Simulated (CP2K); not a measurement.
Input and output of a self-consistent single point for TlCuO2 (P1, 8 atoms in the cell) (CP2K).

Method of the run: LDA (Pade form), GPW, DZVP-MOLOPT-SR-GTH basis, GTH-PADE potentials (GTH_POTENTIALS) run with CP2K.

```yaml
crystal:
  lattice:
    - [5.67507, 0.00000, 0.00000]
    - [0.00000, 5.48565, 0.00000]
    - [-2.78040, 0.00000, 5.15829]
  atoms:
    - { symbol: Tl, position: [0.69761, 0.74750, 0.86200] }
    - { symbol: Tl, position: [0.30133, 0.25191, 0.13077] }
    - { symbol: Cu, position: [0.98794, 0.24461, 0.49763] }
    - { symbol: Cu, position: [0.00955, 0.75609, 0.50426] }
    - { symbol: O, position: [0.99066, 0.00084, 0.28549] }
    - { symbol: O, position: [0.00045, 0.99926, 0.71011] }
    - { symbol: O, position: [0.00118, 0.50218, 0.71426] }
    - { symbol: O, position: [0.01131, 0.49761, 0.29547] }
```

Reference input (self-consistent single point, DFT LDA (Pade form), GPW, DZVP-MOLOPT-SR-GTH basis, GTH-PADE potentials (GTH_POTENTIALS)): CUTOFF = 600 Ry; REL_CUTOFF = 50 Ry; SMEAR/METHOD = GAUSSIAN; SIGMA = 0.136 eV; KPOINTS/SCHEME = MONKHORST-PACK 4 3 3; GAMMA_CENTERED = T; XC_FUNCTIONAL = PADE; Tl/BASIS_SET = DZVP-MOLOPT-SR-GTH-q13; Tl/POTENTIAL = GTH-PADE-q13; Cu/BASIS_SET = DZVP-MOLOPT-SR-GTH-q11; Cu/POTENTIAL = GTH-PADE-q11; O/BASIS_SET = DZVP-MOLOPT-SR-GTH-q6. This run's input differs from it in these lines:

```diff
@@ -40,3 +40,3 @@
     &KPOINTS
-      SCHEME MONKHORST-PACK 4 3 3
+      SCHEME MONKHORST-PACK 6 5 5
       GAMMA_CENTERED T
```

Log, with long lists cut:

```
 SCF WAVEFUNCTION OPTIMIZATION

  Step     Update method      Time    Convergence         Total energy    Change
     1 NoMix/Diag. 0.20E+00      -     1.29276037      -259.8855921406 -2.60E+02
     2 Broy./Diag. 0.20E+00      -     0.46955024      -259.0287802628  8.57E-01
     3 Broy./Diag. 0.20E+00      -     0.24295221      -259.6577534819 -6.29E-01
     4 Broy./Diag. 0.20E+00      -     0.05240829      -260.1911909045 -5.33E-01
     5 Broy./Diag. 0.20E+00      -     0.03409505      -260.4265205317 -2.35E-01
     6 Broy./Diag. 0.20E+00      -     0.01033897      -260.4771279517 -5.06E-02
   [... 14 lines left out ...]
    21 Broy./Diag. 0.20E+00      -     0.00000034      -260.1118178844 -5.02E-06
    22 Broy./Diag. 0.20E+00      -     0.00000038      -260.1118177727  1.12E-07
    23 Broy./Diag. 0.20E+00      -     0.00000019      -260.1118160055  1.77E-06
    24 Broy./Diag. 0.20E+00      -     0.00000005      -260.1118144476  1.56E-06
  *** SCF run converged in    24 steps ***

  Overlap energy of the core charge distribution:               0.00000042165781
  Self energy of the core charge distribution:               -466.21338898088845
  Core Hamiltonian energy:                                    139.94170000163138
  Hartree energy:                                             107.82025414711204
  Exchange-correlation energy:                                -41.66033037946745
  Smearing free energy correction:                             -0.00004965763494
  Fermi energy:                                                 0.07744060636986

  Total energy:                                              -260.11181444759194
  Total energy (extrapolated to sigma->0):                   -260.11178961877448

                     Mulliken Population Analysis

   [... lines left out ...]

 STRESS| Analytical stress tensor [bar]
 STRESS|                        x                   y                   z
 STRESS|      x       -3.53753602150E+04   6.23717188963E+02   9.23021424938E+03
 STRESS|      y        6.23717188963E+02  -5.47331538063E+04  -1.92896755799E+03
 STRESS|      z        9.23021424938E+03  -1.92896755799E+03  -4.30627066782E+04
 STRESS| 1/3 Trace                                            -4.43904068998E+04
```

The run converged in 24 iterations. Against the reference run the free energy hardly moves (within 1 meV/atom), the pressure stays at -4.44 GPa, the largest force hardly changes (1.427 to 1.423 eV/Å) and no clean gap remains on the mesh (levels overlap or are partly filled), against 0.48 eV before.

The starting cell comes from a database of computed structures (which also holds hypothetical and non-ambient phases and stackings), without a prior relaxation at this level. Its atoms were displaced at random from the sites of space group no. 11. Spin polarisation is off, so a magnetic state, if there is one, cannot be reached. Values carry the incompleteness of an atom-centred basis. With a pressure of about -4 GPa the cell is away from its equilibrium volume at this level. Forces in this geometry exceed 1 eV/Å. The run gives no clean gap (levels at the Fermi energy touch, overlap or are partly filled at this smearing), which alone does not show that the compound is a metal.

Cost on one core of a shared machine: roughly 3 min.
